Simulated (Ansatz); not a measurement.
Data:

End structure of the (32-50) surface of hcp Sc in its 1x1 cell, outermost plane spacing 0.22 Å in the ideal cut:

```xyz
32
Lattice="5.1653 0.0000 0.0000 0.0000 14.4709 0.0000 0.0000 0.0000 26.5000" Properties=species:S:1:pos:R:3 pbc="T T T"
Sc     1.2913     7.8083     8.2794
Sc     3.8740     9.8762     8.5729
Sc     1.2913    13.0450     8.9225
Sc     3.8740     0.7971     9.1392
Sc     1.2913     4.5138     9.4476
Sc     3.8740     6.6444     9.7192
Sc     1.2913    10.2602    10.3422
Sc     3.8740    12.2551    10.5596
Sc     1.2913     1.4226    10.8315
Sc     3.8740     3.4479    11.0455
Sc     1.2913     7.1805    11.3816
Sc     3.8740     9.1608    11.7396
Sc     1.2913    12.9300    12.1856
Sc     3.8740     0.4313    12.3561
Sc     1.2913     4.1350    12.7001
Sc     3.8740     6.0976    12.9334
Sc     1.2913     9.8966    13.5666
Sc     3.8740    11.8591    13.7999
Sc     1.2913     1.0920    14.1439
Sc     3.8740     3.0641    14.3144
Sc     1.2913     6.8333    14.7604
Sc     3.8740     8.8136    15.1184
Sc     1.2913    12.5462    15.4545
Sc     3.8740     0.1007    15.6685
Sc     1.2913     3.7390    15.9404
Sc     3.8740     5.7339    16.1578
Sc     1.2913     9.3497    16.7808
Sc     3.8740    11.4803    17.0524
Sc     1.2913     0.7262    17.3608
Sc     3.8740     2.9491    17.5775
Sc     1.2913     6.1180    17.9271
Sc     3.8740     8.1858    18.2206
```

Set-up: 32 atoms, 10.1 Å thick at the start (thin: gaps and levels are the slab's own); mesh 7x3x1; 0.1 eV smearing; dipole correction on; all atoms relaxed; held to the start's symmetry, so lower structures may exist; no spin, no spin-orbit, no U.

**Question.** Give the work function of the top face at the level Ansatz (a quantum-chemistry and plane-wave program) with PBE.

**Answer.** 3.16 eV
